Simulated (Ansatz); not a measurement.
Be(001) slab, cut from hcp Be: Be96, 6 atomic planes, area 71 Å², cell height 21.0 Å with vacuum; both faces free, started from the bulk cut, in-plane cell fixed at 1.004 times the relaxed lattice. All values below come from PBE (plane waves, PAW; Ansatz, a first-principles code). Mean temperature 303 K, 3.9 ps sampled after 1.7 ps of Langevin dynamics; k-points: 2x2x1 mesh shifted by half a step in the plane; no spin polarisation or spin-orbit coupling. So thin a slab has no true bulk in its middle, and the cell admits only reconstructions that fit it.

| plane (from the bottom) | atoms | start height (Å) | mean height (Å) | spread of site heights (Å) | rms motion, normal (Å) | rms motion, in plane (Å) | in-plane shift from the start (Å) | coordination |
|---|---|---|---|---|---|---|---|---|
| 1 | Be16 | -4.48 | -4.59 | 0.00 | 0.09 | 0.09 | 0.01 | 9.0 |
| 2 | Be16 | -2.69 | -2.72 | 0.00 | 0.07 | 0.08 | 0.02 | 12.0 |
| 3 | Be16 | -0.90 | -0.90 | 0.00 | 0.06 | 0.07 | 0.00 | 12.0 |
| 4 | Be16 | 0.90 | 0.90 | 0.00 | 0.06 | 0.07 | 0.00 | 12.0 |
| 5 | Be16 | 2.69 | 2.72 | 0.00 | 0.07 | 0.08 | 0.02 | 12.0 |
| 6 | Be16 | 4.48 | 4.59 | 0.00 | 0.08 | 0.09 | 0.01 | 9.0 |

| Item | Result |
|---|---|
| outer plane spacing | 1.86 Å against 1.79 Å at the start (+4 %) |
| normal motion of the outer planes over that of the middle | 1.4 |
| in-plane diffusion | none seen within 3.9 ps |
| coordination in the top plane | 9-fold 100 % |
| mean vibrational (phonon) frequency | 13.5 THz |

A denser in-plane k-mesh moves the forces of one frame by 0.04 eV/Å rms. Bonds are counted up to Be-Be 2.72 Å; heights count from the centre of mass.
